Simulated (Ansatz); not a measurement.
BaTiO3 with two functionals, Ti → Hf

Take BaTiO$_{3}$ in the cubic perovskite structure (space group Pm-3m, No. 221; a = 4.0195 Å) as the base.

(Cell as relaxed with PBE.)

Levels (all Ansatz, a first-principles code, PAW, earlier PAW set): PBE (420 eV, no spin-orbit coupling); r2SCAN (500 eV, no spin-orbit coupling).

Each level relaxes its own structure.

| base | PBE | r2SCAN |
|---|---|---|
| volume per atom | 12.99 Å³ | 12.75 Å³ |
| lattice parameter a | 4.019 Å | 3.994 Å |
| band gap | 1.79 eV | 2.18 eV |

Perturbation: every Ti is replaced by Hf, then cell and atoms are relaxed.

```json
[
 {"quantity": "band gap", "PBE": "3.62 eV", "r2SCAN": "[?]"},
 {"quantity": "smallest direct gap", "PBE": "3.76 eV", "r2SCAN": "[?]"},
 {"quantity": "shift of the gap caused by the change", "PBE": "+1.84 eV", "r2SCAN": "[?]"},
 {"quantity": "electron mass (degenerate bands, along [100])", "PBE": "0.35, 0.35, 2.3 mₑ (at Γ)", "r2SCAN": "[?]"}
]
```

Q: Predict the r2SCAN column.

A: 
- band gap, r2SCAN: 4.20 eV
- smallest direct gap, r2SCAN: 4.32 eV
- shift of the gap caused by the change, r2SCAN: +2.02 eV
- electron mass (degenerate bands, along [100]), r2SCAN: 0.35, 0.35, 2.3 mₑ (at Γ)

PBE's band gap lies 0.572 eV below r2SCAN's; PBE's smallest direct gap lies 0.56 eV below r2SCAN's; PBE's shift of the gap caused by the change lies 0.18 eV below r2SCAN's; the two agree on the electron mass. Neither level is exact; r2SCAN is the comparison here, not a measurement.

With Hf present, leaving out spin-orbit coupling can change the band edges. Masses are band curvatures over ±0.01 Å⁻¹ around the edge. Stability against distortions was not tested. All final runs are without spin polarisation. Many cubic perovskites are stable only at high temperature; tilts and polar distortions were not tested. This is not the structure that BaTiO3 has at room temperature and ambient pressure.
